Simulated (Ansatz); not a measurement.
Candidates (primitive cells; geometry: relaxed with this functional, without spin-orbit coupling):
A. Ti₆O (P-31m), a = b = 5.0501 Å, c = 4.6927 Å, α = β = 90.00°, γ = 120.00°
B. LiTi2O4 (Fd-3m), a = b = c = 5.9051 Å, α = β = γ = 60.00°
C. TiRu (Pm-3m), a = b = c = 3.046 Å, α = β = γ = 90.00°
D. TiOs (Pm-3m), a = 3.0614 Å, b = 3.0614 Å, c = 3.0614 Å, α = 90.00°, β = 90.00°, γ = 90.00°
E. TiZn3 (Pm-3m), a = b = c = 3.8548 Å, α = β = γ = 90.00°

Order them by mean free path at 300 K (highest first) at the level Ansatz (a quantum-chemistry and plane-wave program) with PBEsol, DFPT electron-phonon coupling, linearised Boltzmann equation.

D (56 nm), C (34 nm), E (5.2 nm), A (3.2 nm), B (1.70 nm)

Metals; harmonic phonons alone scatter; means over directions. The mean free path is weighted by the current that each state carries. Halving the electron mesh moves these values by up to 5 %; q meshes are mostly untested. Spin-orbit coupling is left out.

Formula and space group known from diffraction (Crystallography Open Database), not checked to be the room-temperature form: LiTi2O4 (Fd-3m), Ti6O (P-31m), TiOs (Pm-3m), TiRu (Pm-3m), TiZn3 (Pm-3m). The missing spin-orbit coupling matters most for TiOs (Pm-3m).
